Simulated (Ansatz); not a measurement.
Given:

```
CELL_PARAMETERS angstrom
      0.00000     2.27439     2.27439
      2.27439     0.00000     2.27439
      2.27439     2.27439     0.00000
ATOMIC_POSITIONS crystal
  N  0.75000 0.75000 0.75000
  Ga 0.00000 0.00000 0.00000
```

No spin polarisation.

All numbers come from PBE/PAW in Ansatz (a first-principles code), without spin-orbit coupling, earlier PAW set. k-mesh 12×12×12 (Γ-centred); smearing 0.05 eV (Fermi–Dirac).

Problem. What hole mass (degenerate bands, along [100]) does the calculation give?

Solution. 0.15, 0.90, 0.90 mₑ (at Γ).

Problem. Predict the band gap.

Solution. 1.54 eV.

Problem. Predict the electron mass.

Solution. 0.14 mₑ (at Γ).

Problem. What is the computed space group?

Solution. F-43m (No. 216).

Effective masses come from finite differences of ±0.01 Å⁻¹. Stability against distortions was not tested. The cell was made from GaP by this change: P → N. This is not the structure that GaN has at room temperature and ambient pressure.
